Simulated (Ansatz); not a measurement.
PbSe: Pb vacancy, symmetric start

Take a 24-atom supercell of PbSe in the rock salt structure (space group Fm-3m, No. 225; a = 6.102 Å) at its relaxed geometry as the base.

Perturbation: a neutral Pb vacancy, symmetric start, atoms relaxed at fixed cell.

All numbers come from PBEsol, PAW, 420 eV (Ansatz, a quantum-chemistry and plane-wave program; no spin-orbit coupling), earlier PAW set. Γ-centred 4×3×4 mesh, Fermi–Dirac width 0.01 eV.

The pressure goes from zero to -1.3 GPa and the gap of the supercell changes from 0.17 eV to zero. The total moment of the cell comes out as 0.0 μB and the energy gained by relaxation amounts to 0.11 eV. The largest displacement of a host atom from its site in the perfect cell comes out as 0.07 Å.

Other magnetic orders, which the real material may have, were not ruled out. In so small a cell the defect repeats every few ångströms: this is an ordered compound, not a dilute defect. A case with no gap was solved on a k-mesh chosen for an insulator, which is coarse for it. The defect started on the symmetric site and kept its symmetry, so it may sit on a saddle. Spin-orbit coupling, missing from the scalar runs, can matter with Pb. Seeded moments were not kept for Pb vacancy. The defect cell is spin-polarised and ends with 0.0 μB. The zero or small gap of PbSe can change with the level of theory.
